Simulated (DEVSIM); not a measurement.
System: abrupt Ge p-n junction, at 250 K.

| layer (left to right) | material | thickness (μm) | Nd (cm⁻³) | Na (cm⁻³) | τn (s) | τp (s) |
|---|---|---|---|---|---|---|
| 1 | Ge | 3.20 | - | 4.3e16 | 1.2e-6 | 1.2e-6 |
| 2 | Ge | 120 | 1.9e15 | - | 1.2e-6 | 1.2e-6 |

Left contact: ohmic. Right contact: ohmic. Voltage is applied to the left contact. Recombination: SRH at mid-gap. Mobility is μmin + (μ − μmin)/(1 + (N/Nref)^α).

This is a model device: material constants are rounded textbook-type values typed into the input, and sizes, dopings and lifetimes were drawn at random. Values at 300 K; Nc and Nv go as T^1.5, mobilities as T to minus their exponent, the gap by Varshni's rule with the affinity fixed.

```csv
parameter,Ge
gap (eV),0.664
affinity (eV),4
permittivity,16
Nc (cm⁻³),1.04e19
Nv (cm⁻³),6e18
μn (cm²/Vs),3900
μp (cm²/Vs),1900
"μn,min",150
"μp,min",100
"Nref,n",2.6e17
"Nref,p",4e17
αn,0.56
αp,0.6
T exponent of μn,1.66
T exponent of μp,2.33
Varshni α (eV/K),0.000477
Varshni β (K),235
```

Model (solved in DEVSIM): 1D drift-diffusion, Boltzmann statistics, complete ionisation; no tunnelling, impact ionisation, image-force lowering or self-heating.

The doping Na of layer 1 was swept, all else fixed.

| doping Na of layer 1 (cm^-3) | potential step across the device at zero bias (V) | dark forward voltage at 100 A/cm² (V) | largest field in the device at zero bias (V/cm) | dark forward voltage at 1 A/cm² (V) |
|---|---|---|---|---|
| 1.3e15 | 0.327 | 0.807 | 7000 | 0.236 |
| 4.3e15 | 0.353 | ? | ? | ? |
| 1.3e16 | 0.377 | 0.633 | 11000 | 0.285 |
| 4.3e16 | 0.403 | 0.577 | 14000 | 0.303 |
| 1.3e17 | 0.427 | 0.541 | 19000 | 0.317 |
| 4.3e17 | 0.452 | 0.517 | 30000 | 0.323 |
| 1.3e18 | 0.476 | 0.503 | 50000 | 0.325 |

Task: Complete the blanks.

Result: 
- 4.3e15, dark forward voltage at 100 A/cm² (V): 0.707
- 4.3e15, largest field in the device at zero bias (V/cm): 9600
- 4.3e15, dark forward voltage at 1 A/cm² (V): 0.262
